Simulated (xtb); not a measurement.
xtb 6.7.1, GFN2-xTB: Sr(Cl)(OMe)(NH3)2 (C[O][Sr](<-[NH3])(<-[NH3])[Cl]), 15 atoms. The geometry is a generated start, not checked to be a minimum at this level.

* **method**: GFN2-xTB
* **--acc**: 1 (default)
* **--etemp (K)**: 300 (default)
* **detailed input (--input)**: none: ANC optimiser, Lindh (1995) Hessian, microcycle=20, maxdispl=1.0, hlow=0.01 (default)
* **basis functions**: 45
* **valence electrons**: 38

```xyz
15

Sr    -0.6115     0.2055     0.9060
Cl    -1.9595     0.3364     3.0177
O     -0.6653     0.1715    -1.0639
C     -0.9704     0.3034    -2.3945
H     -0.7524    -0.6230    -2.9493
H     -2.0334     0.5390    -2.5567
H     -0.3794     1.1096    -2.8612
N      1.4333     1.8775     1.0528
H      2.0987     1.8079     1.8178
H      1.0850     2.8301     1.0169
H      1.9198     1.6935     0.1826
N      0.1738    -2.3010     0.9957
H     -0.4320    -2.8309     1.6137
H      1.1369    -2.5628     1.1851
H     -0.0436    -2.5569     0.0372
```

The structure is relaxed from this start with --opt LEVEL for the levels crude, sloppy, loose, lax, normal, tight, vtight, extreme, once each. Up to the end of the extreme run atoms move by at most 1.4 Å along an axis.

Problem. What is the loosest level that ends within 1 meV of the extreme run, and how many cycles does it take?

Solution. vtight: 152 cycles against 182, ending 0.11 meV above.

```json
[
 {"level": "crude", "cycles": "1", "energy above the extreme run (meV)": "180", "gradient norm (eV/Å)": "0.17"},
 {"level": "sloppy", "cycles": "1", "energy above the extreme run (meV)": "180", "gradient norm (eV/Å)": "0.17"},
 {"level": "loose", "cycles": "1", "energy above the extreme run (meV)": "180", "gradient norm (eV/Å)": "0.17"},
 {"level": "lax", "cycles": "37", "energy above the extreme run (meV)": "9.4", "gradient norm (eV/Å)": "0.11"},
 {"level": "normal", "cycles": "50", "energy above the extreme run (meV)": "2.3", "gradient norm (eV/Å)": "0.040"},
 {"level": "tight", "cycles": "54", "energy above the extreme run (meV)": "2.1", "gradient norm (eV/Å)": "0.017"},
 {"level": "vtight", "cycles": "152", "energy above the extreme run (meV)": "0.11", "gradient norm (eV/Å)": "0.0014"},
 {"level": "extreme", "cycles": "182", "energy above the extreme run (meV)": "—", "gradient norm (eV/Å)": "0.00077"}
]
```
